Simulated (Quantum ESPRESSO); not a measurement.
A self-consistent single point of AlAg₂ (Cmcm, 6 atoms in the cell) with Quantum ESPRESSO.

Method: LDA (PZ), GBRV 1.5 ultrasoft (LDA) pseudopotentials (plane waves; Quantum ESPRESSO 7.5).

```yaml
crystal:
  lattice:
    - [4.38055, -2.48456, 0.00000]
    - [4.38055, 2.48456, 0.00000]
    - [0.00000, 0.00000, 4.61145]
  atoms:
    - { symbol: Al, position: [0.82247, 0.17753, 0.75000] }
    - { symbol: Al, position: [0.17753, 0.82247, 0.25000] }
    - { symbol: Ag, position: [0.47566, 0.84634, 0.75000] }
    - { symbol: Ag, position: [0.52434, 0.15366, 0.25000] }
    - { symbol: Ag, position: [0.84634, 0.47566, 0.25000] }
    - { symbol: Ag, position: [0.15366, 0.52434, 0.75000] }
```

Reference input (self-consistent single point, DFT, PBEsol, plane waves, GBRV 1.5 ultrasoft (PBESOL) pseudopotentials): ecutwfc = 40 Ry; ecutrho = 320 Ry; occupations = smearing; smearing = fd; degauss = 0.0073499 Ry; potentials = {Al: al_pbesol_v1.uspp.F.UPF, Ag: ag_pbesol_v1.4.uspp.F.UPF}; K_POINTS = automatic 6 6 5 0 0 0; conv_thr = 1e-10 Ry; mixing_beta = 0.3. This run's input differs from it in these lines:

```diff
@@ -22,4 +22,4 @@
 ATOMIC_SPECIES
-Al    26.9815  al_pbesol_v1.uspp.F.UPF
-Ag   107.8682  ag_pbesol_v1.4.uspp.F.UPF
+Al    26.9815  al_lda_v1.uspp.F.UPF
+Ag   107.8682  ag_lda_v1.4.uspp.F.UPF
 ATOMIC_POSITIONS angstrom
```

Output, abridged:

```
     Self-consistent Calculation

     iteration #  1     ecut=    40.00 Ry     beta= 0.30

     total energy              =   -1194.03917089 Ry
     estimated scf accuracy    <       8.92625008 Ry

     iteration #  2     ecut=    40.00 Ry     beta= 0.30

     total energy              =   -1196.14522592 Ry
     estimated scf accuracy    <       0.32255366 Ry

     iteration #  3     ecut=    40.00 Ry     beta= 0.30

     total energy              =   -1196.16081215 Ry
     estimated scf accuracy    <       0.03636251 Ry

   [... 7 blocks of this kind left out ...]

     iteration # 11     ecut=    40.00 Ry     beta= 0.30

     total energy              =   -1196.16720961 Ry
     estimated scf accuracy    <          1.6E-10 Ry

     iteration # 12     ecut=    40.00 Ry     beta= 0.30
     End of self-consistent calculation

     the Fermi energy is    14.5000 ev

!    total energy              =   -1196.16720961 Ry
     estimated scf accuracy    <          8.4E-12 Ry
     smearing contrib. (-TS)   =      -0.00258628 Ry
     internal energy E=F+TS    =   -1196.16462333 Ry

     convergence has been achieved in  12 iterations

     Forces acting on atoms (cartesian axes, Ry/au):

     atom    1 type  1   force =     0.00000000    0.00729426    0.00000000
     atom    2 type  1   force =     0.00000000   -0.00729426    0.00000000
     atom    3 type  2   force =     0.00042738   -0.00033325    0.00000000
     atom    4 type  2   force =    -0.00042738    0.00033325    0.00000000
     atom    5 type  2   force =     0.00042738    0.00033325   -0.00000000
     atom    6 type  2   force =    -0.00042738   -0.00033325    0.00000000

     Total force =     0.010372     Total SCF correction =     0.000016

          total   stress  (Ry/bohr**3)                   (kbar)     P=      -90.96
  -0.00064009   0.00000000   0.00000000          -94.16        0.00        0.00
   0.00000000  -0.00057953   0.00000000            0.00      -85.25        0.00
   0.00000000   0.00000000  -0.00063543            0.00        0.00      -93.47

   JOB DONE.
```

The run converged in 12 iterations. Against the reference run the pressure goes from -5.45 to -9.10 GPa and the largest force goes from 0.157 to 0.188 eV/Å.

The starting cell comes from a database of computed structures (which also holds hypothetical and non-ambient phases and stackings), without a prior relaxation at this level. Its lattice was rescaled by a random factor within 2.5 % of one. With a pressure of about -9 GPa the cell is away from its equilibrium volume at this level.

Cost on one core of a shared machine: roughly 2 min.
